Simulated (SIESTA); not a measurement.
Variants of one calculation on NbHg₃F₆ (P-31m, 10 atoms in the cell)

NbHg3F6 is modelled in the trigonal space group P-31m (No. 162), Pearson symbol hP10. Cell: a = b = 5.127 Å, c = 7.516 Å, α = β = 90.00°, γ = 120.00°. Nb on 1a sees 6 F at 1.934 Å (octahedral). Hg1 on 1b has no neighbour by this rule. Hg2 on 2d sees no neighbour by this rule. F on 6k is surrounded by 1 Nb at 1.934 Å. (Neighbours: up to the widest gap in distance over summed covalent radii, below 1.35, at either atom; cation-cation and far metal-metal contacts left out.)

Base run A: LDA PW92, numerical atomic orbitals TZP, PseudoDojo LDA standard norm-conserving potentials (rewritten from UPF to PSML) (SIESTA 5.4.2), self-consistent single point.

Its settings: XC.functional = LDA; XC.authors = PW92; potentials = PseudoDojo LDA standard; PAO.BasisSize = TZP; PAO.EnergyShift = 0.01 Ry; MeshCutoff = 350 Ry; kgrid.MonkhorstPack = 6 6 3; OccupationFunction = MP; OccupationMPOrder = 0; ElectronicTemperature = 0.2 eV; MaxSCFIterations = 150; SCF.Mixer.Method = Pulay; SCF.Mixer.Weight = 0.25; SCF.Mixer.History = 6; SCF.DM.Tolerance = 1.0E-04.

The starting cell comes from a database of computed structures (which also holds hypothetical and non-ambient phases and stackings), without a prior relaxation at this level. Spin polarisation is off; with an odd number of electrons in the cell that forces a metal, and a magnetic state may lie lower. Values carry the incompleteness of an atom-centred basis. In the base run, with a pressure of about -13 GPa the cell is away from its equilibrium volume at this level.

Run A gave: pressure (GPa) -13.49; largest force (eV/Å) 0.739.

Runs:
- B: XC.functional: LDA → GGA; XC.authors: PW92 → AM05; pseudopotentials: PseudoDojo LDA standard → PseudoDojo PBE standard [GGA AM05]
- C: XC.authors: PW92 → CA [LDA CA]

What does run C change against A?

The pressure hardly changes (-13.49 to -13.44 GPa) and the largest force goes from 0.739 to 0.725 eV/Å.

What does run B change against A?

The pressure goes from -13.49 to -8.21 GPa and the largest force goes from 0.739 to 0.572 eV/Å.

```tsv
run	pressure (GPa)	largest force (eV/Å)
A	-13.49	0.739
B	-8.21	0.572
C	-13.44	0.725
```

Left out of this page: 5 runs of the series held back from this collection.
